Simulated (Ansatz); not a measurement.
We consider corundum In2O3 (high-pressure phase), described by LDA (PAW; Ansatz, a program for electronic structure).

Numerical settings: plane-wave cutoff 520 eV, 8×8×8 k mesh, Fermi–Dirac smearing 0.01 eV, scalar-relativistic PAW data made under PBE.

Cell (relaxed at this level):

```cif
data_In4O6
_chemical_formula_sum 'In4 O6'
_space_group_name_H-M_alt 'P 1'
_space_group_IT_number 1
_cell_length_a 5.73507
_cell_length_b 5.73507
_cell_length_c 5.73507
_cell_angle_alpha 56.866
_cell_angle_beta 56.866
_cell_angle_gamma 56.866
loop_
_space_group_symop_operation_xyz
  'x, y, z'
loop_
_atom_site_label
_atom_site_type_symbol
_atom_site_fract_x
_atom_site_fract_y
_atom_site_fract_z
_atom_site_occupancy
In1 In 0.85765 0.85765 0.85765 1
In2 In 0.14235 0.14235 0.14235 1
In3 In 0.64235 0.64235 0.64235 1
In4 In 0.35765 0.35765 0.35765 1
O1 O 0.04552 0.75000 0.45448 1
O2 O 0.95448 0.25000 0.54552 1
O3 O 0.75000 0.45448 0.04552 1
O4 O 0.25000 0.54552 0.95448 1
O5 O 0.45448 0.04552 0.75000 1
O6 O 0.54552 0.95448 0.25000 1
```

Q: Give the computed band gap and bulk modulus.

A: 
- band gap = 1.30 eV (on the SCF k mesh)
- bulk modulus = 177 GPa

Note: the bulk modulus is −V dP/dV from two relaxed cells at ±2 % in volume.

Spin–orbit coupling is not included.

Static lattice: no zero-point or thermal effects.
